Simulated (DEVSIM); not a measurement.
Device: Ni/SiO2/p-GaAs capacitor, at 350 K.

```csv
layer (left to right),material,thickness (nm),Na (cm⁻³)
1,SiO2,8.30,-
2,GaAs,3200,4e16
```

Metal gate on the left, work function 5.1 eV. Fixed charge at the semiconductor interface -7e10 cm⁻² (in units of +e); no interface traps.

The device is made up for the run: typed textbook-type constants, with dimensions and the other settings drawn at random. Values at 300 K; Nc and Nv go as T^1.5, mobilities as T to minus their exponent, the gap by Varshni's rule with the affinity fixed.

| parameter | SiO2 | GaAs |
|---|---|---|
| gap (eV) | 9 | 1.424 |
| affinity (eV) | 0.9 | 4.07 |
| permittivity | 3.9 | 12.9 |
| Nc (cm⁻³) | - | 4.7e17 |
| Nv (cm⁻³) | - | 9e18 |
| Varshni α (eV/K) | - | 0.000541 |
| Varshni β (K) | - | 204 |

Model (solved in DEVSIM): 1D Poisson equation in equilibrium, Boltzmann statistics, complete ionisation; no quantum confinement or tunnelling. Metal contacts follow the ideal Schottky-Mott rule: no Fermi-level pinning, no interface dipoles.

Question: Tabulate band edges, carrier densities and field at 0.6 V on the gate.

Answer: Energies count from the Fermi level of the right contact; mesh points crowd at the junctions.

```json
[
 {"x (μm)": "0.000", "Ec (eV)": "3.600", "Ev (eV)": "-5.400", "n (cm⁻³)": "< 1e2", "p (cm⁻³)": "< 1e2", "field (V/cm)": "290000"},
 {"x (μm)": "0.001216", "Ec (eV)": "3.635", "Ev (eV)": "-5.365", "n (cm⁻³)": "< 1e2", "p (cm⁻³)": "< 1e2", "field (V/cm)": "290000"},
 {"x (μm)": "0.003339", "Ec (eV)": "3.696", "Ev (eV)": "-5.304", "n (cm⁻³)": "< 1e2", "p (cm⁻³)": "< 1e2", "field (V/cm)": "290000"},
 {"x (μm)": "0.006101", "Ec (eV)": "3.776", "Ev (eV)": "-5.224", "n (cm⁻³)": "< 1e2", "p (cm⁻³)": "< 1e2", "field (V/cm)": "290000"},
 {"x (μm)": "0.008124", "Ec (eV)": "3.834", "Ev (eV)": "-5.166", "n (cm⁻³)": "< 1e2", "p (cm⁻³)": "< 1e2", "field (V/cm)": "290000"},
 {"x (μm)": "0.009275", "Ec (eV)": "0.676", "Ev (eV)": "-0.725", "n (cm⁻³)": "1.1e8", "p (cm⁻³)": "4.2e8", "field (V/cm)": "77000"},
 {"x (μm)": "0.01179", "Ec (eV)": "0.696", "Ev (eV)": "-0.705", "n (cm⁻³)": "5.7e7", "p (cm⁻³)": "7.9e8", "field (V/cm)": "75000"},
 {"x (μm)": "0.02045", "Ec (eV)": "0.759", "Ev (eV)": "-0.642", "n (cm⁻³)": "7100000", "p (cm⁻³)": "6.4e9", "field (V/cm)": "70000"},
 {"x (μm)": "0.03614", "Ec (eV)": "0.862", "Ev (eV)": "-0.539", "n (cm⁻³)": "230000", "p (cm⁻³)": "2.0e11", "field (V/cm)": "62000"},
 {"x (μm)": "0.07036", "Ec (eV)": "1.040", "Ev (eV)": "-0.361", "n (cm⁻³)": "620", "p (cm⁻³)": "7.2e13", "field (V/cm)": "42000"},
 {"x (μm)": "0.1497", "Ec (eV)": "1.215", "Ev (eV)": "-0.186", "n (cm⁻³)": "< 1e2", "p (cm⁻³)": "2.4e16", "field (V/cm)": "6200"},
 {"x (μm)": "0.4145", "Ec (eV)": "1.231", "Ev (eV)": "-0.170", "n (cm⁻³)": "< 1e2", "p (cm⁻³)": "4.0e16", "field (V/cm)": "≈ 0"},
 {"x (μm)": "0.8951", "Ec (eV)": "1.231", "Ev (eV)": "-0.170", "n (cm⁻³)": "< 1e2", "p (cm⁻³)": "4.0e16", "field (V/cm)": "≈ 0"},
 {"x (μm)": "1.858", "Ec (eV)": "1.231", "Ev (eV)": "-0.170", "n (cm⁻³)": "< 1e2", "p (cm⁻³)": "4.0e16", "field (V/cm)": "≈ 0"},
 {"x (μm)": "2.736", "Ec (eV)": "1.231", "Ev (eV)": "-0.170", "n (cm⁻³)": "< 1e2", "p (cm⁻³)": "4.0e16", "field (V/cm)": "≈ 0"},
 {"x (μm)": "2.993", "Ec (eV)": "1.231", "Ev (eV)": "-0.170", "n (cm⁻³)": "< 1e2", "p (cm⁻³)": "4.0e16", "field (V/cm)": "≈ 0"},
 {"x (μm)": "3.110", "Ec (eV)": "1.231", "Ev (eV)": "-0.170", "n (cm⁻³)": "< 1e2", "p (cm⁻³)": "4.0e16", "field (V/cm)": "≈ 0"},
 {"x (μm)": "3.165", "Ec (eV)": "1.231", "Ev (eV)": "-0.170", "n (cm⁻³)": "< 1e2", "p (cm⁻³)": "4.0e16", "field (V/cm)": "≈ 0"},
 {"x (μm)": "3.194", "Ec (eV)": "1.231", "Ev (eV)": "-0.170", "n (cm⁻³)": "< 1e2", "p (cm⁻³)": "4.0e16", "field (V/cm)": "≈ 0"},
 {"x (μm)": "3.202", "Ec (eV)": "1.231", "Ev (eV)": "-0.170", "n (cm⁻³)": "< 1e2", "p (cm⁻³)": "4.0e16", "field (V/cm)": "≈ 0"},
 {"x (μm)": "3.206", "Ec (eV)": "1.231", "Ev (eV)": "-0.170", "n (cm⁻³)": "< 1e2", "p (cm⁻³)": "4.0e16", "field (V/cm)": "≈ 0"},
 {"x (μm)": "3.208", "Ec (eV)": "1.231", "Ev (eV)": "-0.170", "n (cm⁻³)": "< 1e2", "p (cm⁻³)": "4.0e16", "field (V/cm)": "≈ 0"}
]
```
